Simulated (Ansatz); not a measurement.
SnSe: holes 2.0×10^21 cm⁻³

Base system: SnSe (space group Pnma, No. 62; a = 11.2300 Å, b = 4.1118 Å, c = 4.2359 Å).

It is then changed as follows: 0.391 holes added to each cell, a density of 2.0×10^21 cm⁻³, with a uniform compensating background at fixed cell and a 300 K Fermi–Dirac width.

All numbers come from plane-wave PAW DFT at the PBEsol-D3(BJ) level (Ansatz, a program for electronic structure, 420 eV), scalar-relativistic without spin-orbit coupling, earlier PAW set. Γ-centred 4×11×11 mesh, Fermi–Dirac width 0.0259 eV.

The gap between the host's bands grows by 0.01 eV, from 0.21 eV to 0.22 eV and the gap character goes from indirect, Γ–Z (83 % along) → Γ–Z (17 % along) to indirect, k = (0, 0, 0.364) in the run's primitive reciprocal basis → Γ–Z (33 % along). The largest internal atomic displacement comes out as 0.050 Å and the Fermi level relative to the doped band's edge (positive inside the band; to 0.05 eV) is +0.55 eV.

Final structure:

```
CELL_PARAMETERS angstrom
     11.22996     0.00000     0.00000
      0.00000     4.11178     0.00000
      0.00000     0.00000     4.23591
ATOMIC_POSITIONS crystal
  Sn 0.62024 0.75000 0.57178
  Sn 0.87976 0.25000 0.07178
  Sn 0.37976 0.25000 0.42822
  Sn 0.12024 0.75000 0.92822
  Se 0.36302 0.75000 0.97551
  Se 0.13698 0.25000 0.47551
  Se 0.63698 0.25000 0.02449
  Se 0.86302 0.75000 0.52449
```
Cell charge +0.391187.

Carriers are added with a uniform compensating background; total energy and stress of such cells depend on the potential's zero and are not compared; many-body gap narrowing is missing at this level. No phonon test of stability was made. The D3 term's C6 switches between coordination references near this geometry, which can add small steps to energies. A zero or small gap of SnSe can be the functional's error rather than a property of the material.
